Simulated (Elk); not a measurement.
Band structure of LaH3 (I4/mmm, 4 atoms in the cell).

```
CELL_PARAMETERS angstrom
     -1.89546     1.89546     3.08581
      1.89546    -1.89546     3.08581
      1.89546     1.89546    -3.08581
ATOMIC_POSITIONS crystal
  La 0.00000 0.00000 0.00000
  H  0.75000 0.25000 0.50000
  H  0.25000 0.75000 0.50000
  H  0.50000 0.50000 0.00000
```

Level of theory: PBEsol, all-electron FP-LAPW, Elk's shipped species files, APW+lo basis with extra local orbitals (Elk).

Settings: xctype = 22; rgkmax = 7.5; swidth = 0.00183747 Ha; ngridk = 6 6 6; gmaxvr = 16 1/bohr; nxlo = 2; lorbcnd = true; lmaxi = 3; maxscl = 100.

The starting cell comes from a database of computed structures (which also holds hypothetical and non-ambient phases and stackings), without a prior relaxation at this level. Its lattice was rescaled by a random factor within 2.5 % of one. Values depend on the basis (sphere radii, cutoffs, local orbitals), which need not be converged.

Levels in eV from the Fermi level, bands 4 to 11:
| point | 4 | 5 | 6 | 7 | 8 | 9 | 10 | 11 |
|---|---|---|---|---|---|---|---|---|
| Γ | -16.04 | -7.38 | -2.16 | -0.13 | 0.26 | 1.29 | 1.29 | 1.53 |
| X | -16.34 | -5.03 | -4.84 | -2.37 | 1.57 | 1.80 | 1.80 | 2.10 |
| Y | -16.53 | -4.43 | -4.12 | -2.92 | 1.29 | 1.72 | 1.74 | 2.05 |
| S | -16.15 | -3.86 | -3.74 | -3.71 | 1.49 | 1.69 | 1.87 | 1.87 |
| Z | -16.25 | -4.80 | -4.34 | -2.99 | 1.79 | 1.79 | 1.95 | 1.96 |
| S1 | -16.15 | -3.86 | -3.74 | -3.71 | 1.49 | 1.69 | 1.87 | 1.87 |
| N | -16.07 | -5.33 | -3.41 | -1.53 | 0.20 | 1.30 | 1.73 | 1.79 |
| P | -16.35 | -4.51 | -3.85 | -3.85 | 0.73 | 1.79 | 1.79 | 2.12 |
| Y1 | -16.53 | -4.43 | -4.12 | -2.92 | 1.29 | 1.72 | 1.74 | 2.05 |

No band crosses the Fermi level by more than 0.03 eV along this path.
